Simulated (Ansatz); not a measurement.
Short convergence ladders for a (110) slab of CdPt (cut from a parent of space group no. 123; 10 atoms in the cell)

```yaml
crystal:
  lattice:
    - [3.83451, 0.00000, 0.00000]
    - [0.00000, 4.20941, 0.00000]
    - [0.00000, 0.00000, 22.41882]
  atoms:
    - { symbol: Cd, position: [0.00000, 0.75000, 0.31224] }
    - { symbol: Pt, position: [0.50000, 0.25000, 0.31224] }
    - { symbol: Cd, position: [0.00000, 0.25000, 0.40612] }
    - { symbol: Pt, position: [0.50000, 0.75000, 0.40612] }
    - { symbol: Cd, position: [0.00000, 0.75000, 0.50000] }
    - { symbol: Pt, position: [0.50000, 0.25000, 0.50000] }
    - { symbol: Cd, position: [0.00000, 0.25000, 0.59388] }
    - { symbol: Pt, position: [0.50000, 0.75000, 0.59388] }
    - { symbol: Cd, position: [0.00000, 0.75000, 0.68776] }
    - { symbol: Pt, position: [0.50000, 0.25000, 0.68776] }
```

Base method: PBEsol, default PAW files made with PBE (plane waves; Ansatz, a quantum-chemistry and plane-wave program).

Base settings: basis.ecutwfc = 30.9 Ry; kpoints.mp_grid.grid = 4 4 1; hamiltonian.xc = pbesol; hamiltonian.pseudopotentials = {kind: paw} (the program's default PAW files); scf.occupations.method = fermi_dirac; scf.occupations.width = 0.0073 Ry.

The count of work is k-points × plane waves × bands × iterations; it is no time. 

**The vacuum**

The mesh stays at the base's, so the ladder's end is converged at best in this setting alone.

Only quantities that move along the ladder and can be compared are tabulated.

```csv
vacuum between outermost atoms (Å),free energy less the last step's (meV/atom),largest difference of a force vector from the last step's (eV/Å),count of work / last
3.0,-152.07,1.653,0.26
4.0,-37.97,0.586,0.29
5.0,-5.26,0.110,0.31
6.0,-0.71,0.018,0.33
7.0,-0.15,0.004,0.36
8.0,-0.05,0.001,0.38
10.0,-0.01,0.000,0.43
12.0,-0.01,0.000,0.47
14.0,0.00,0.000,0.52
17.0,0.00,0.000,0.59
20.0,0.00,0.000,0.66
25.0,0.00,0.000,0.77
30.0,0.00,0.000,1.0
```

Smallest vacuum between outermost atoms (Å) that holds the free energy within 1 meV/atom of the last step, with all finer ones: 6.0, at 0.33 of the last step's count of work; the step before is off by 5.3 meV/atom.

Smallest vacuum between outermost atoms (Å) that holds the forces within 0.005 eV/Å of the last step, with all finer ones: 7.0, at 0.36 of the last step's count of work; the step before is off by 0.018 eV/Å.

**The k-point mesh**

Only quantities that move along the ladder and can be compared are tabulated.

| kpoints.mp_grid.grid | free energy less the last step's (meV/atom) | largest difference of a force vector from the last step's (eV/Å) | count of work / last |
|---|---|---|---|
| 2 2 1 | 132.32 | 0.248 | 0.027 |
| 3 3 1 | 43.25 | 0.163 | 0.024 |
| 4 3 1 | -0.35 | 0.071 | 0.036 |
| 4 4 1 | -6.80 | 0.019 | 0.055 |
| 5 4 1 | -1.92 | 0.029 | 0.055 |
| 6 5 1 | -2.41 | 0.013 | 0.073 |
| 6 6 1 | -3.73 | 0.014 | 0.097 |
| 7 7 1 | 2.15 | 0.036 | 0.097 |
| 9 8 1 | 1.62 | 0.017 | 0.15 |
| 10 9 1 | -1.11 | 0.003 | 0.18 |
| 12 11 1 | 0.16 | 0.005 | 0.25 |
| 14 13 1 | 0.19 | 0.001 | 0.34 |
| 16 15 1 | 0.20 | 0.001 | 0.44 |
| 19 17 1 | -0.08 | 0.001 | 0.55 |
| 22 20 1 | 0.00 | 0.000 | 1.0 |

Coarsest kpoints.mp_grid.grid that holds the forces within 0.01 eV/Å of the last step, with all finer ones: 10 9 1, at 0.18 of the last step's count of work; the step before is off by 0.017 eV/Å.

Coarsest kpoints.mp_grid.grid that holds the free energy within 1 meV/atom of the last step, with all finer ones: 12 11 1, at 0.25 of the last step's count of work; the step before is off by 1.1 meV/atom.

**The plane-wave cutoff**

The mesh stays at the base's, so the ladder's end is converged at best in this setting alone.

Only quantities that move along the ladder and can be compared are tabulated.

```csv
basis.ecutwfc,free energy less the last step's (meV/atom),largest difference of a force vector from the last step's (eV/Å),count of work / last
15.4 Ry,8357.96,0.761,0.14
18.4 Ry,1502.23,0.186,0.16
21.7 Ry,168.27,0.018,0.21
26.1 Ry,5.54,0.002,0.28
30.9 Ry,1.69,0.001,0.36
37.1 Ry,0.44,0.000,0.46
46.3 Ry,0.15,0.000,0.65
61.7 Ry,0.00,0.000,1.0
```

Coarsest basis.ecutwfc that holds the forces within 0.01 eV/Å of the last step, with all finer ones: 26.1 Ry, at 0.28 of the last step's count of work; the step before is off by 0.018 eV/Å.

Coarsest basis.ecutwfc that holds the free energy within 2 meV/atom of the last step, with all finer ones: 30.9 Ry, at 0.36 of the last step's count of work; the step before is off by 5.5 meV/atom.

On the base run: the starting cell comes from a database of computed structures (which also holds hypothetical and non-ambient phases and stackings), without a prior relaxation at this level. The slab is cut from that crystal, and its faces are unrelaxed. Its lattice was rescaled by up to half a per cent. Spin polarisation is off. In the base run, forces exceed 1 eV/Å. Without a gap this mesh is coarse (it stands for a supercell whose shortest in-plane vector is 15 Å).

Left out of this page: 1 run of the series outside the window shown, repeating another row's setting, or not comparable.

Keys are those of Ansatz 0.2.
